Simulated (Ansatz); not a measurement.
Ansatz (a quantum-chemistry and plane-wave program) run on MoW (Cmm2, 2 atoms in the cell): relaxation of the atoms.

Method: LDA (PW92), default PAW files made with PBE (plane waves; Ansatz).

The change in words: one atom moved by 0.15 angstrom; relax: default → atoms; relax.f_tol: default → 0.2 eV/Å. Reference geometry:
```yaml
crystal:
  lattice:
    - [1.57139, -2.22313, 0.00000]
    - [1.57139, 2.22313, 0.00000]
    - [0.00000, 0.00000, 4.46416]
  atoms:
    - { symbol: Mo, position: [0.00000, 0.00000, 0.00000] }
    - { symbol: W, position: [0.50000, 0.50000, 0.50000] }
```

Reference input (self-consistent single point, DFT, LDA (PW92), plane waves, default PAW files made with PBE): basis.ecutwfc = 420 eV; kpoints.mp_grid.grid = 13 13 8; hamiltonian.xc = lda; hamiltonian.pseudopotentials = {kind: paw} (the program's default PAW files); scf.occupations.method = fermi_dirac; scf.occupations.width = 0.1 eV. This run's input differs from it in these lines:

```diff
@@ -6,3 +6,3 @@
   atoms:
-    - { symbol: Mo, position: [0.000000, 0.000000, 0.000000] }
+    - { symbol: Mo, position: [0.000000, 0.000000, 0.033601] }
     - { symbol: W, position: [0.500000, 0.500000, 0.500000] }
@@ -17,2 +17,4 @@
   occupations: { method: fermi_dirac, width: 0.1 }
+relax:
+  f_tol: 0.2
 output:
```

Output, abridged:

```
   [... SCF lines of the steps left out ...]
relax step   1: F+E_penalty+E_count = -14972.57043901 eV  Δ(F+E_penalty+E_count) = +0.000e0 eV  max|allowed force component| = 1.976e0 eV/Å  Δτ_max = 0.0000 Å  (6 SCF iters, dr2 threshold 1.00e-4 eV, accepted)
relax step   2: F+E_penalty+E_count = -14972.56120405 eV  Δ(F+E_penalty+E_count) = +9.235e-3 eV  max|allowed force component| = 2.035e0 eV/Å  Δτ_max = 0.1523 Å  (6 SCF iters, dr2 threshold 1.00e-4 eV, rejected (line search))
relax step   3: F+E_penalty+E_count = -14972.72102456 eV  Δ(F+E_penalty+E_count) = -1.506e-1 eV  max|allowed force component| = 4.680e-3 eV/Å  Δτ_max = 0.0748 Å  (6 SCF iters, accepted)
the relaxation is at rest under the 4 symmetry operations that the run kept from its start: a minimum is not shown …
Free energy (F): -14972.721025 eV
Internal energy: -14972.686795 eV  (E = F + TS)
E sigma→0 (E₀):  -14972.703910 eV
Entropy (-TS):   -0.034230 eV (-17.115 meV/atom)
Fermi energy:    21.807611 eV
--- Forces (eV/Å), atoms counted from 1 ---
  atom   1  Mo     0.00000000     0.00000000    -0.00473933
  atom   2  W      0.00000000     0.00000000     0.00462021
--- Stress (GPa, compression-positive) ---
       -6.505924       0.000000       0.000000
        0.000000      -6.884760       0.000000
        0.000000       0.000000      -7.297687
  P = ⅓ Tr σ = -6.8961 GPa (-68.961 kbar)
  The stress holds the Pulay correction. Without it, at fixed plane waves, as pw.x and ABINIT print it: P = -6.9216 GPa
--- Relaxed structure (3 steps of the walk, 2 accepted, 0 SCFs on fresh bases) ---
  F+E_penalty+E_count = -14972.72102456 eV   max|allowed force component| = 4.680e-3 eV/Å
  atoms:
    - { symbol: Mo, position: [0.0, 0.0, 0.016838488295542117] }
    - { symbol: W, position: [0.5, 0.5, 0.5167625117044579] }
```

The run converged. 

Summary of the result:
```
Quantity                                                 Result
-----------------------------------------------  --------------
Free energy E − TS (on the zero of these files)  -14972.7210 eV
Fermi level (on the code's own zero)                   21.81 eV
Pressure                                              -6.90 GPa
Largest force (vector length)                        0.005 eV/Å
Relaxation steps                                              3
```

The starting cell comes from a database of computed structures (which also holds hypothetical and non-ambient phases and stackings), without a prior relaxation at this level. Its lattice was rescaled by up to half a per cent. For this run, on top of that: one atom moved by 0.15 angstrom. Spin polarisation is off. The relaxation keeps the symmetry of its start, so its end need not be a minimum. Ansatz's pressure includes its estimate of the finite-basis (Pulay) stress.

Cost on one core of a shared machine: roughly 40 s.

Keys are those of Ansatz 0.2.
